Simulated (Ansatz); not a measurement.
Take Li in the bcc (W type) structure (space group Im-3m, No. 229; relaxed with 0.1 eV smearing) as the base.

```yaml
crystal:
  lattice:
    - [-1.73814, 1.73814, 1.73814]
    - [1.73814, -1.73814, 1.73814]
    - [1.73814, 1.73814, -1.73814]
  atoms:
    - { symbol: Li, position: [0.00000, 0.00000, 0.00000] }
```

Cartesian axes are those of the cell as printed.

Calculations: r2SCAN in Ansatz (plane waves to 500 eV, PAW, no spin-orbit coupling), earlier PAW set.

Before the change:

```
Property            Value
---------------  --------
Volume per atom  21.00 Å³
```

It is then changed as follows: compressive biaxial strain of 2.19 % in the plane normal to [001], as in epitaxy on a mismatched substrate; the out-of-plane cell vector and the atoms relax.

Task: What does the calculation give for the volume per atom and in-plane stress after the change?

Result: The volume per atom falls by 0.03 Å³ to 20.97 Å³; the mean in-plane stress (compression positive) comes out as 0.0 GPa.

No phonon test of stability was made.

Ansatz is a first-principles code.
